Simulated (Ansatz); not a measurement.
Take BN (space group P4_2/mnm, No. 136; a = 4.399 Å, c = 2.538 Å; a model cell, its experimental status unchecked) as the base. Axes: x, y, z lie along a, b, c of the conventional cell.

It is then changed as follows: a pure shear with ε_xy = ε_yx = -0.0139, atoms relaxed at fixed cell.

Levels (all Ansatz, a program for electronic structure, PAW): PBEsol (420 eV, spin-orbit coupling left out); r2SCAN (500 eV, without spin-orbit coupling); HSE06 (420 eV, scalar-relativistic without spin-orbit coupling).

At the geometry relaxed with PBEsol, these levels gave the following band gaps, in shuffled order: (a) 5.93 eV, (b) 4.40 eV, (c) 5.14 eV.

Problem. Match each gap to its level.

Solution. (a) HSE06; (b) PBEsol; (c) r2SCAN.

Single points use the geometry relaxed with PBEsol. The hybrid gap comes from the SCF mesh plus the semilocal run's edge points and a few special points and is an upper bound. The cells carry an imposed strain or load. Whether these cells are dynamically stable was not tested.
